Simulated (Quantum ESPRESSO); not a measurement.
A self-consistent single point of CaBPd₃ (Pm-3m, 5 atoms in the cell) with Quantum ESPRESSO.

Method: PBEsol, GBRV 1.5 ultrasoft (PBESOL) pseudopotentials (plane waves; Quantum ESPRESSO).

```xyz
5
Lattice="4.2784 0.0000 0.0000 0.0000 4.2784 0.0000 0.0000 0.0000 4.2784" Properties=species:S:1:pos:R:3 pbc="T T T"
Ca     2.1392     2.1392     2.1392
B      0.0000     0.0000     0.0000
Pd     2.1392     0.0000     0.0000
Pd     0.0000     2.1392     0.0000
Pd     0.0000     0.0000     2.1392
```

Reference input (self-consistent single point, DFT, PBEsol, plane waves, GBRV 1.5 ultrasoft (PBESOL) pseudopotentials): ecutwfc = 40 Ry; ecutrho = 320 Ry; occupations = smearing; smearing = marzari-vanderbilt; degauss = 0.0073499 Ry; potentials = {Ca: ca_pbesol_v1.uspp.F.UPF, B: b_pbesol_v1.4.uspp.F.UPF, Pd: pd_pbesol_v1.4.uspp.F.UPF}; K_POINTS = automatic 8 8 8 0 0 0; conv_thr = 1e-09 Ry. This run's input differs from it in these lines:

```diff
@@ -18,3 +18,3 @@
   smearing = 'marzari-vanderbilt',
-  degauss = 0.0073499,
+  degauss = 0.058799,
 /
```

Output, abridged:

```
     Self-consistent Calculation

     iteration #  1     ecut=    40.00 Ry     beta= 0.70

---- Real-time Memory Report at c_bands before calling an iterative solver
           205 MiB given to the printing process from OS
            85 MiB allocation reported by mallinfo(arena+hblkhd)
------------------

     negative rho (up, down):  2.277E-01 0.000E+00

     total energy              =    -671.41446974 Ry
     estimated scf accuracy    <       9.45011742 Ry

     iteration #  2     ecut=    40.00 Ry     beta= 0.70

---- Real-time Memory Report at c_bands before calling an iterative solver
   [... lines left out ...]
           291 MiB given to the printing process from OS
           131 MiB allocation reported by mallinfo(arena+hblkhd)
------------------

     negative rho (up, down):  2.390E-01 0.000E+00

     total energy              =    -677.33273850 Ry
     estimated scf accuracy    <          1.9E-09 Ry

     iteration # 12     ecut=    40.00 Ry     beta= 0.70

---- Real-time Memory Report at c_bands before calling an iterative solver
           291 MiB given to the printing process from OS
           131 MiB allocation reported by mallinfo(arena+hblkhd)
------------------

     negative rho (up, down):  2.390E-01 0.000E+00
     End of self-consistent calculation

     the Fermi energy is    14.5280 ev

!    total energy              =    -677.33273850 Ry
     estimated scf accuracy    <          5.2E-10 Ry
     smearing contrib. (-TS)   =      -0.00264444 Ry
     internal energy E=F+TS    =    -677.33009406 Ry

     convergence has been achieved in  12 iterations

     negative rho (up, down):  2.390E-01 0.000E+00

     Forces acting on atoms (cartesian axes, Ry/au):

     atom    1 type  1   force =     0.00000000    0.00000000    0.00000000
   [... zero for the other atoms too ...]

     Total force =     0.000000     Total SCF correction =     0.000000

     negative rho (up, down):  2.390E-01 0.000E+00
          total   stress  (Ry/bohr**3)                   (kbar)     P=      -37.43
  -0.00025444   0.00000000   0.00000000          -37.43        0.00        0.00
   0.00000000  -0.00025444   0.00000000            0.00      -37.43        0.00
   0.00000000   0.00000000  -0.00025444            0.00        0.00      -37.43

   JOB DONE.
```

The run converged in 12 iterations. Against the reference run the free energy goes down by 27.8 meV/atom and the pressure goes from -3.26 to -3.74 GPa.

The starting cell comes from a database of computed structures (which also holds hypothetical and non-ambient phases and stackings), without a prior relaxation at this level. Spin polarisation is off. With a pressure of about -4 GPa the cell is away from its equilibrium volume at this level.

Cost on one core of a shared machine: roughly 50 s.
